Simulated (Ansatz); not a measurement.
# Step by step: reaction energy

This concerns the reaction energy. Reaction: 1/2 Ti (hcp) + Cl2 (gas) → 1/2 TiCl4 (gas). The sign is products less reactants.

Setting: static, neutral cells in Ansatz (PAW) whose structures rest at the PBE level. Ansatz (a program for electronic structure) runs with its PAW set soft_1. Other levels take these structures, unless marked own geometry. The lattices are those relaxed with PBE, so at other levels the solids can be strained, which adds to the spread. A dispersion term (D3(BJ), or D4 for r2SCAN) was computed beside these levels and is taken off wherever the name lacks it.

Total energies of the cells in eV, at zero smearing width. They compare only within one column; the weights balance every element.

| cell | atoms | weight | r2SCAN | r2SCAN (own geometry) |
|---|---|---|---|---|
| Ti (hcp) | 2 | −1 | -5008.74348 | -5008.74399 |
| TiCl4 (gas) | 5 | +2 | -6847.45391 | -6847.45684 |
| Cl2 (gas) | 2 | −4 | -2167.02949 | -2167.03127 |

r2SCAN: − (-5008.74348) + 2 × (-6847.45391) − 4 × (-2167.02949) = -18.046 eV; dividing by 4 gives -4.51 eV.

r2SCAN (own geometry): − (-5008.74399) + 2 × (-6847.45684) − 4 × (-2167.03127) = -18.045 eV; dividing by 4 gives -4.51 eV.

What follows from the r2SCAN value: Per mole of the reaction as written, -4.512 eV × 96.485 = -435.3 kJ.
